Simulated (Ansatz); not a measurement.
## Response to strain in W

Base system: W in the bcc (W type) structure (space group Im-3m, No. 229; relaxed with 0.1 eV smearing).

```
W
1.0
   -1.59190     1.59190     1.59190
    1.59190    -1.59190     1.59190
    1.59190     1.59190    -1.59190
W
1
Direct
  0.00000   0.00000   0.00000
```

Strains are applied to the cell and any free atomic positions relax.

The values are results of PBE (Ansatz, an electronic-structure program, PAW, spin-orbit coupling left out), not measurements.

Notes on the quantities. energy relative to the base: free energy F.

```tsv
variant	energy relative to the base	pressure	shortest interatomic distance
base	0 meV/atom	0.0 GPa	2.757 Å
isotropic strain −2.50 %	+93 meV/atom	26.9 GPa	2.688 Å
isotropic strain −2.00 %	+59 meV/atom	20.8 GPa	2.702 Å
isotropic strain −1.50 %	+32 meV/atom	15.1 GPa	2.716 Å
isotropic strain −1.00 %	+14 meV/atom	9.7 GPa	2.730 Å
isotropic strain −0.50 %	+3.5 meV/atom	4.7 GPa	2.743 Å
isotropic strain +0.50 %	+3.4 meV/atom	-4.4 GPa	2.771 Å
isotropic strain +1.50 %	+29 meV/atom	-12.3 GPa	2.799 Å
isotropic strain +2.00 %	+52 meV/atom	-15.9 GPa	2.812 Å
isotropic strain +2.50 %	+79 meV/atom	-19.2 GPa	2.826 Å
```

No phonon test of stability was made. The final runs are not spin-polarised.
